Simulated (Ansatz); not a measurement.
Consider Rh in the fcc (Cu type) structure (space group Fm-3m, No. 225; a = 3.780 Å).

Calculations: PBEsol, PAW, 420 eV (Ansatz, a first-principles code; scalar-relativistic without spin-orbit coupling).

Before the change:

- Volume per atom = 13.50 Å³

One thing is altered: Bi takes the place of Rh on all its sites, then cell and atoms are relaxed.

Tabulated Pauling electronegativity and covalent radius: Rh 2.28, 1.42 Å; Bi 2.02, 1.48 Å.

**Question.** How does this affect the volume per atom?

**Answer.** The volume per atom grows by 16.684 Å³, from 13.50 Å³ to 30.19 Å³.

Stability against distortions was not tested. As relaxed here, Bi is a hypothetical phase, not in the database extracts checked. The final runs are not spin-polarised.
